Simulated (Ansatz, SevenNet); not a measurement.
**L1₀ (CuAu-type) FePt: properties by level of theory**

Reference values: lattice constant a 2.727 Å (measured, room temperature, not corrected to a static lattice, P4/mmm two-atom cell, a_fct/√2; as tabulated in Sawada et al. (2023), arXiv:2212.12065); lattice parameter c 3.726 Å (measured, room temperature, not corrected to a static lattice, 0.1 GPa; as tabulated in Sawada et al. (2023), arXiv:2212.12065).

```
level (code)           lattice parameter a (Å)  c axis length (Å)
---------------------  -----------------------  -----------------
SevenNet-l3i5                            2.731                [?]
r²SCAN-D4 (Ansatz)                       2.725              3.718
r²SCAN+rVV10 (Ansatz)                    2.721                [?]
```

Some entries are withheld; supply them.


- SevenNet-l3i5, c axis length (Å): 3.772
- r²SCAN+rVV10 (Ansatz, a quantum-chemistry and plane-wave program), c axis length (Å): 3.714

Differences from the reference values (errors of the level alone only where the reference is corrected to a static lattice):

```tsv
level	lattice constant a (%)	lattice parameter c (%)
SevenNet-l3i5	+0.15	+1.23
r²SCAN-D4	-0.07	-0.21
r²SCAN+rVV10	-0.22	-0.32
```

Nearest: lattice constant a, not ranked (reference at room or unstated temperature); lattice parameter c, not ranked (reference at room or unstated temperature).

Machine-learned potentials (SevenNet-l3i5) are trained on DFT data: a solid inside that data is no test of them.

Ansatz's density-functional and Hartree–Fock values are scalar-relativistic unless marked +SOC, with PAW data made under PBE.

Spin-polarised runs: r²SCAN-D4 (parallel moments), r²SCAN+rVV10 (parallel moments).

Differences are worked out from the printed values.

Static lattice: no zero-point or thermal effects.
